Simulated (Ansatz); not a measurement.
Band structure of B6Pb (Pm-3m, 7 atoms in the cell).

```xyz
7
Lattice="4.1526 0.0000 0.0000 0.0000 4.1526 0.0000 0.0000 0.0000 4.1526" Properties=species:S:1:pos:R:3 pbc="T T T"
B      0.8430     2.0763     2.0763
B      3.3096     2.0763     2.0763
B      2.0763     0.8430     2.0763
B      2.0763     3.3096     2.0763
B      2.0763     2.0763     0.8430
B      2.0763     2.0763     3.3096
Pb     0.0000     0.0000     0.0000
```

Level of theory: LDA (PW92), PAW files made with PBE (plane waves; Ansatz, a first-principles code).

Settings: kpoints.mp_grid.grid = 4 4 4; hamiltonian.xc = lda; hamiltonian.pseudopotentials = {kind: paw} (the program's default PAW files); scf.occupations.method = fixed; kpoints.band_path.npoints = 8.

The starting cell comes from a database of computed structures (which also holds hypothetical and non-ambient phases and stackings), without a prior relaxation at this level. Its lattice was rescaled by a random factor within 2.5 % of one. Spin-orbit coupling is off.

**Question.** Predict the gap along the standard path and the places of the band edges.

**Answer.** The gap along the path is 0.92 eV, from X to M; the smallest direct gap on it is 1.31 eV.

Levels in eV from the top of the valence band on the path, bands 13 to 20:
```
point     13     14     15     16    17    18    19    20
-----  -----  -----  -----  -----  ----  ----  ----  ----
Γ      -3.31  -0.03  -0.03  -0.03  2.76  2.76  2.76  2.97
X      -3.09  -3.09  -1.59   0.00  1.31  3.29  4.59  4.59
M      -2.18  -1.71  -1.42  -1.42  0.92  0.92  2.04  6.97
R      -5.52  -1.02  -1.02  -1.02  4.96  4.96  4.96  5.44
```

Keys are those of Ansatz 0.2.
